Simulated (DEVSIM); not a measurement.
Structure: abrupt Ge n-p junction, at 250 K.

Layer 1 from the left is Ge, thickness (μm) 0.360, Nd (cm⁻³) 5.5e17, τn (s) 4.7e-7, τp (s) 4.7e-7. Layer 2 from the left is Ge, thickness (μm) 37.0, Na (cm⁻³) 8.4e15, τn (s) 4.7e-7, τp (s) 4.7e-7.

Left contact: ohmic. Right contact: ohmic. Voltage is applied to the left contact. Recombination: SRH at mid-gap, radiative. Mobility is constant in doping.

Constants are typed, rounded textbook-type inputs, not results; the design itself was drawn at random and stands for no fabricated device. Values at 300 K; Nc and Nv go as T^1.5, mobilities as T to minus their exponent, the gap by Varshni's rule with the affinity fixed.

Ge: gap (eV) 0.664, affinity (eV) 4, permittivity 16, Nc (cm⁻³) 1.04e19, Nv (cm⁻³) 6e18, μn (cm²/Vs) 3900, μp (cm²/Vs) 1900, T exponent of μn 1.66, T exponent of μp 2.33, B (cm³/s) 6.4e-14, Varshni α (eV/K) 0.000477, Varshni β (K) 235.

Simulated with DEVSIM: 1D drift-diffusion, Boltzmann statistics, complete ionisation; no tunnelling, impact ionisation, image-force lowering or self-heating.

Problem. What does the simulation give for the dark forward voltage at 1 A/cm², the largest field in the device at zero bias, the dark forward voltage at 100 A/cm²?

Solution. dark forward voltage at 1 A/cm² 0.305 V; largest field in the device at zero bias 39000 V/cm; dark forward voltage at 100 A/cm² 0.435 V.
